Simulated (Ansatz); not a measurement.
## Spinel MnAl₂O₄ (cell taken from a computed entry)

Method: HSE06 in Ansatz (plane waves, PAW).

Settings: plane-wave cutoff 500 eV, 6×6×6 k mesh, gaussian smearing 0.02 eV, spin-polarised start, scalar-relativistic PAW data made under PBE.

Cell (relaxed with r²SCAN):

Al₂MnO₄ is taken in the cubic space group Fd-3m, origin choice 1 (No. 227), the spinel structure, Pearson symbol cF56. Conventional cell: a = 8.195 Å, b = 8.195 Å, c = 8.195 Å, α = 90.00°, β = 90.00°, γ = 90.00°. Mn on 8a sees 4 O at 2.005 Å (tetrahedral). Al on 16d is surrounded by 6 O at 1.925 Å (octahedral). O on 32e is surrounded by 3 Al at 1.925 Å and 1 Mn at 2.005 Å (tetrahedral). (Neighbours: up to the widest gap in distance over summed covalent radii, below 1.35, at either atom; cation-cation and far metal-metal contacts left out.)
(The calculation used a cell of 14 atoms; values per cell refer to that cell.)

```yaml
band_gap: 3.99 eV (on the SCF k mesh)
```

Note: the magnetic order was assumed, not searched for or taken from measurement; cell and atoms aren't relaxed at this level (largest force component 0.03 eV/Å).

Static lattice: no zero-point or thermal effects.

Ansatz is a first-principles code.
